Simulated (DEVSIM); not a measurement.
System: Mo/HfO2/p-In0.53Ga0.47As capacitor, at 300 K.

```csv
layer (left to right),material,thickness (nm),Na (cm⁻³)
1,HfO2,14.0,-
2,In0.53Ga0.47As,3400,2.8e16
```

Metal gate on the left, work function 4.6 eV. Fixed charge at the semiconductor interface 1.5e10 cm⁻² (in units of +e); no interface traps.

The device is made up for the run: typed textbook-type constants, with dimensions and the other settings drawn at random. Values at 300 K.

```csv
parameter,HfO2,In0.53Ga0.47As
gap (eV),5.7,0.74
affinity (eV),2.5,4.51
permittivity,22,13.9
Nc (cm⁻³),-,2.1e17
Nv (cm⁻³),-,7.7e18
```

Simulated with DEVSIM: 1D Poisson equation in equilibrium, Boltzmann statistics, complete ionisation; no quantum confinement or tunnelling. Metal contacts follow the ideal Schottky-Mott rule: no Fermi-level pinning, no interface dipoles.

The gate work function was swept, all else fixed.

```
gate work function (eV)  flat-band voltage (V)  threshold voltage (band bending 2φF) (V)
-----------------------  ---------------------  ----------------------------------------
4.3                                      -0.81                                     -0.21
4.45                                     -0.66                                     -0.06
4.6                                      -0.51                                      0.09
4.75                                     -0.36                                      0.24
4.9                                      -0.21                                      0.39
```

From the first row to the last the flat-band voltage goes from -0.81 to -0.21. From the first row to the last the threshold voltage (band bending 2φF) goes from -0.21 to 0.39.
